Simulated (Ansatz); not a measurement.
End structure of a constructed model of the (111)A surface of zinc-blende GaP, Ga-terminated, 2x2 P adatom at H3 (bottom of the slab: 3 H on 4 bottom sites):

```yaml
crystal:
  lattice:
    - [7.78845, 0.00000, 0.00000]
    - [-3.89423, 6.74500, 0.00000]
    - [0.00000, 0.00000, 29.00000]
  atoms:
    - { symbol: P, position: [0.00188, 0.99847, 0.33602] }
    - { symbol: P, position: [0.49637, 0.99819, 0.33590] }
    - { symbol: P, position: [0.00188, 0.50341, 0.33602] }
    - { symbol: P, position: [0.49959, 0.49979, 0.32129] }
    - { symbol: Ga, position: [0.34508, 0.18975, 0.35866] }
    - { symbol: Ga, position: [0.83297, 0.16649, 0.35929] }
    - { symbol: Ga, position: [0.34508, 0.65533, 0.35866] }
    - { symbol: Ga, position: [0.81012, 0.65506, 0.35809] }
    - { symbol: P, position: [0.33333, 0.16667, 0.44088] }
    - { symbol: P, position: [0.83333, 0.16667, 0.44088] }
    - { symbol: P, position: [0.33333, 0.66667, 0.44088] }
    - { symbol: P, position: [0.83333, 0.66667, 0.44088] }
    - { symbol: Ga, position: [0.16667, 0.33333, 0.46829] }
    - { symbol: Ga, position: [0.66667, 0.33333, 0.46829] }
    - { symbol: Ga, position: [0.16667, 0.83333, 0.46829] }
    - { symbol: Ga, position: [0.66667, 0.83333, 0.46829] }
    - { symbol: P, position: [0.16643, 0.33322, 0.54943] }
    - { symbol: P, position: [0.66267, 0.32461, 0.55098] }
    - { symbol: P, position: [0.17566, 0.83783, 0.55098] }
    - { symbol: P, position: [0.66267, 0.83807, 0.55098] }
    - { symbol: Ga, position: [0.99865, 0.99707, 0.57464] }
    - { symbol: Ga, position: [0.50048, 0.00024, 0.58847] }
    - { symbol: Ga, position: [0.99865, 0.50158, 0.57464] }
    - { symbol: Ga, position: [0.50313, 0.50157, 0.57441] }
    - { symbol: P, position: [0.00168, 0.00286, 0.65618] }
    - { symbol: P, position: [0.50037, 0.00019, 0.67846] }
    - { symbol: P, position: [0.00168, 0.49882, 0.65618] }
    - { symbol: P, position: [0.49708, 0.49854, 0.65598] }
    - { symbol: Ga, position: [0.31459, 0.18595, 0.69466] }
    - { symbol: Ga, position: [0.87192, 0.18596, 0.69468] }
    - { symbol: Ga, position: [0.31459, 0.62864, 0.69466] }
    - { symbol: Ga, position: [0.83325, 0.66662, 0.66399] }
    - { symbol: H, position: [0.99723, 0.00085, 0.28692] }
    - { symbol: H, position: [0.50421, 0.00211, 0.28680] }
    - { symbol: H, position: [0.99723, 0.49638, 0.28692] }
    - { symbol: P, position: [0.16723, 0.33362, 0.74714] }
```

Model: 36-atom slab, 12.7 Å thick at the start with caps and adatoms (thin: gaps and levels are the slab's own), 3x3x1 mesh, Fermi-Dirac 0.025 eV, dipole correction, 8 atoms held, the rest relaxed; symmetry of the start imposed; no spin, no spin-orbit, no U. In PBE it is, or lies within 0.01 eV a 1x1 cell of, the lowest of the 3 structures of its composition computed so far; subsurface sites and larger cells were not tried.

**Question.** What highest filled level below the top vacuum level does PBE (Ansatz, an electronic-structure program) give?

**Answer.** 5.28 eV

**Question.** Predict the gap of the slab on its k-mesh from PBE.

**Answer.** 0.74 eV
